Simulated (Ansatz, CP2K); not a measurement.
A CP2K input for a self-consistent single point of CuI (F-43m, 2 atoms in the cell) (DFT LDA (Pade form), GPW, TZVP-MOLOPT-SR-GTH basis, GTH-PADE potentials (GTH_POTENTIALS)):

```
&GLOBAL
  PROJECT bulk
  RUN_TYPE ENERGY_FORCE
  PRINT_LEVEL LOW
&END GLOBAL
&FORCE_EVAL
  METHOD Quickstep
  STRESS_TENSOR ANALYTICAL
  &DFT
    BASIS_SET_FILE_NAME BASIS_MOLOPT_UCL
    POTENTIAL_FILE_NAME GTH_POTENTIALS
    &QS
      METHOD GPW
      EPS_DEFAULT 1E-10
    &END QS
    &MGRID
      CUTOFF 600
      REL_CUTOFF 50
      NGRIDS 5
    &END MGRID
    &SCF
      SCF_GUESS ATOMIC
      EPS_SCF 1E-6
      MAX_SCF 100
      ADDED_MOS 4
      &DIAGONALIZATION
        ALGORITHM STANDARD
      &END DIAGONALIZATION
      &MIXING
        METHOD BROYDEN_MIXING
        ALPHA 0.2
        NBUFFER 12
        BETA 1
      &END MIXING
      &SMEAR ON
        METHOD FERMI_DIRAC
        ELECTRONIC_TEMPERATURE [K] 116.05
      &END SMEAR
    &END SCF
    &KPOINTS
      SCHEME MONKHORST-PACK 5 5 5
    &END KPOINTS
    &XC
      &XC_FUNCTIONAL PADE
      &END XC_FUNCTIONAL
    &END XC
    &PRINT
      &MO
        EIGENVALUES T
        OCCUPATION_NUMBERS T
        NDIGITS 8
        FILENAME mo
        &EACH
          QS_SCF 0
        &END EACH
        ADD_LAST NUMERIC
      &END MO
      &MULLIKEN OFF
      &END MULLIKEN
    &END PRINT
  &END DFT
  &SUBSYS
    &CELL
      ABC 4.27799600 4.27799582 4.27799589
      ALPHA_BETA_GAMMA 59.99999964 59.99999916 59.99999857
      PERIODIC XYZ
    &END CELL
    &COORD
      SCALED
      Cu       0.00000000     0.00000000     0.00000000
      I        0.25000000     0.25000000     0.25000000
    &END COORD
    &KIND Cu
      BASIS_SET TZVP-MOLOPT-SR-GTH
      POTENTIAL GTH-PADE-q11
    &END KIND
    &KIND I
      BASIS_SET TZVP-MOLOPT-SR-GTH
      POTENTIAL GTH-PADE-q7
    &END KIND
  &END SUBSYS
  &PRINT
    &FORCES ON
    &END FORCES
    &STRESS_TENSOR ON
    &END STRESS_TENSOR
  &END PRINT
&END FORCE_EVAL
```

Q: Translate this input to Ansatz (a quantum-chemistry and plane-wave program).

A: One input that does it (others would too):

Ansatz 0.2 input:
```yaml
crystal:
  lattice:
    - [0.000000, 3.025000, 3.025000]
    - [3.025000, 0.000000, 3.025000]
    - [3.025000, 3.025000, 0.000000]
  atoms:
    - { symbol: Cu, position: [0.000000, 0.000000, 0.000000] }
    - { symbol: I, position: [0.250000, 0.250000, 0.250000] }
basis:
  ecutwfc: 420.0
kpoints:
  mp_grid:
    grid: [5, 5, 5]
hamiltonian:
  xc: lda
  pseudopotentials:
    kind: paw
scf:
  occupations:
    method: fermi_dirac
    width: 0.01
output:
  forces: true
  eigenvalues: true
  stress: true
```

Basis, cutoffs, solver keys and any potentials are the target program's own. This input uses DFT, LDA (PW92), plane waves, default PAW files made with PBE. LDA parametrisations can differ slightly between programs. Both were run: pressure -2.95 GPa in CP2K and -4.19 in Ansatz; gap on the mesh 0.973 eV in CP2K and 0.951 in Ansatz. Ansatz's pressure is the one without its finite-basis correction.

On Ansatz: the starting cell has typed, rounded lattice constants, without a prior relaxation at this level. Spin-orbit coupling is off. With a pressure of about -4 GPa the cell is away from its equilibrium volume at this level.

On CP2K: the starting cell has typed, rounded lattice constants, without a prior relaxation at this level. Spin-orbit coupling is off. Values carry the incompleteness of an atom-centred basis.
